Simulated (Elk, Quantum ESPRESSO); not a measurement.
**Equation of state of fcc Ag (space group 225): energy against volume (Elk, PBE)**

```
Ag
1.0
    0.00000     2.00864     2.00864
    2.00864     0.00000     2.00864
    2.00864     2.00864     0.00000
Ag
1
Cartesian
  0.00000   0.00000   0.00000
```

Computed with PBE, all-electron FP-LAPW, Elk's shipped species files, APW+lo basis with extra local orbitals run with Elk. Settings: xctype = 20; rgkmax = 8.55; stype = 3; swidth = 0.00183747 Ha; ngridk = 24 24 24; gmaxvr = 16 1/bohr; nxlo = 2; lorbcnd = true; rmtscf = 0.97; lmaxi = 2; sphere radii = {Ag: 2.522} bohr. The cell above is the first row's. The rows scale it uniformly. In all rows the k mesh is held. E is the free energy at the stated smearing, counted from the lowest row.

| V (Å^3/atom) | E (meV/atom) |
|---|---|
| 16.208 | ? |
| 16.561 | 33.83 |
| 16.913 | 17.78 |
| 17.265 | 7.51 |
| 17.618 | 1.66 |
| 17.970 | 0.00 |
| 18.322 | 1.95 |
| 18.675 | 7.00 |
| 19.027 | 15.01 |

Taking the third-order Birch-Murnaghan form, a cubic in V^(-2/3) for E over the 8 complete rows: With u = V^(-2/3) - 0.147, the rows have u = 0.006913, 0.004770, 0.002700, 0.000694, -0.001241, -0.003114, -0.004933, -0.006691. Least squares gives E = 0.607 + 1128.16·u + 509794·u² + 3055689·u³. Residuals (row less fit): 0.052, -0.139, 0.080, 0.024, 0.014, 0.005, -0.081, 0.044; standard error 0.097 (degrees of freedom: 4). Its minimum lies at u = -0.001118, so V0 = (0.145882)^(-3/2) = 17.95. There d²E/du² = 999100 and d³E/du³ = 1.833e7, so B0 = (4/9) × 17.95^(-7/3) × 999100 × 0.160218 = 84.4 GPa (the last factor turns the table's units into GPa), and B0' = 4 + (2/3) × 0.145882 × (1.833e7)/999100 = 5.8.

What does the fit predict for E at V = 16.208, and how far is the calculated value from it?

u = 0.009140, so E = 0.607 + 1128.16 × 0.009140 + 509794 × 0.009140² + 3055689 × 0.009140³ = 55.840 meV/atom. The calculation gives 56.01 meV/atom, 0.170 meV/atom above the prediction (0.3 % of the range of E in the table). The row lies outside the fitted rows, so this is an extrapolation. From the scatter of the fitted rows alone, a prediction at this place has a standard error of 0.288 meV/atom, so the miss is 0.6 times that.

Carrying the step between the two nearest rows on in a straight line would have given 49.93, off by 6.08; series whose last step already gives the withheld value aren't shown. The scan was laid around a cell of about the measured size, scaled by a guess for this functional. A plane-wave scan with the same functional (Quantum ESPRESSO, GBRV) gives V0 = 17.86 Å^3/atom and B0 = 91.7 GPa; a Birch-Murnaghan fit to all rows here lies 0.5 % from it in V0 and -8 % in B0; the two differ in basis, and may differ in potentials and mesh. Values depend on the basis (sphere radii, cutoffs, local orbitals), which need not be converged. Sphere radii are the same in all rows. Cutoffs and mesh are single choices, not tested for convergence of this quantity. Series with a scatter that would blur these digits, or in which a gap closes, are not shown. Nor are scans whose minimum lies at an end fitted in this form.
